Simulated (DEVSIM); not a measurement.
Device: CdS/CdTe n-p heterojunction, at 300 K.

```tsv
layer (left to right)	material	thickness (μm)	Nd (cm⁻³)	Na (cm⁻³)	τn (s)	τp (s)
1	CdS	0.230	1.5e17	-	7.5e-10	7.5e-10
2	CdTe	1.60	-	1.9e18	7.5e-10	7.5e-10
```

Left contact: ohmic. Right contact: ohmic. Voltage is applied to the left contact. Recombination: SRH at mid-gap, Auger. Mobility is constant in doping.

The device is made up for the run: typed textbook-type constants, with dimensions and the other settings drawn at random. Values at 300 K.

| parameter | CdS | CdTe |
|---|---|---|
| gap (eV) | 2.4 | 1.5 |
| affinity (eV) | 4.3 | 4.28 |
| permittivity | 9 | 10.2 |
| Nc (cm⁻³) | 2.2e18 | 8e17 |
| Nv (cm⁻³) | 1.8e19 | 1.8e19 |
| μn (cm²/Vs) | 300 | 1000 |
| μp (cm²/Vs) | 25 | 80 |
| Cn (cm⁶/s) | 1e-30 | 1e-30 |
| Cp (cm⁶/s) | 1e-30 | 1e-30 |

Simulated with DEVSIM: 1D drift-diffusion, Boltzmann statistics, complete ionisation; no tunnelling, impact ionisation, image-force lowering or self-heating. Band offsets follow the typed affinities; no thermionic-emission limit at abrupt steps, no polarisation charge.

Q: Tabulate band edges, carrier densities and field at -1.1 V on the left contact.

A: Energies count from the Fermi level of the right contact; mesh points crowd at the junctions.

```
x (μm)    Ec (eV)  Ev (eV)  n (cm⁻³)  p (cm⁻³)  field (V/cm)
--------  -------  -------  --------  --------  ------------
0.000       1.169   -1.231    1.5e17     < 1e2           ≈ 0
0.005122    1.169   -1.231    1.5e17     < 1e2           ≈ 0
0.01547     1.169   -1.231    1.5e17     < 1e2           ≈ 0
0.03804     1.169   -1.231    1.5e17     < 1e2           ≈ 0
0.1050      1.169   -1.231    1.5e17     < 1e2           ≈ 0
0.1682      1.171   -1.230    1.4e17     < 1e2          1100
0.2020      1.202   -1.198    4.2e16     < 1e2         29000
0.2221      1.314   -1.086    5.6e14     < 1e2         85000
0.2289      1.378   -1.022    4.7e13       120        110000
0.2330      1.430   -0.070    2.3e12    1.2e18         40000
0.2415      1.441   -0.059    1.5e12    1.9e18          2200
0.2684      1.442   -0.058    1.4e12    1.9e18           ≈ 0
0.3148      1.442   -0.058    1.3e12    1.9e18           ≈ 0
0.4113      1.442   -0.058    1.2e12    1.9e18           ≈ 0
0.7384      1.442   -0.058    8.8e11    1.9e18           ≈ 0
1.204       1.442   -0.058    4.7e11    1.9e18           ≈ 0
1.531       1.442   -0.058    2.2e11    1.9e18           ≈ 0
1.688       1.442   -0.058    1.0e11    1.9e18           ≈ 0
1.780       1.442   -0.058    3.7e10    1.9e18           ≈ 0
1.809       1.442   -0.058    1.5e10    1.9e18           ≈ 0
1.823       1.442   -0.058     5.5e9    1.9e18           ≈ 0
1.830       1.442   -0.058     < 1e2    1.9e18           ≈ 0
```
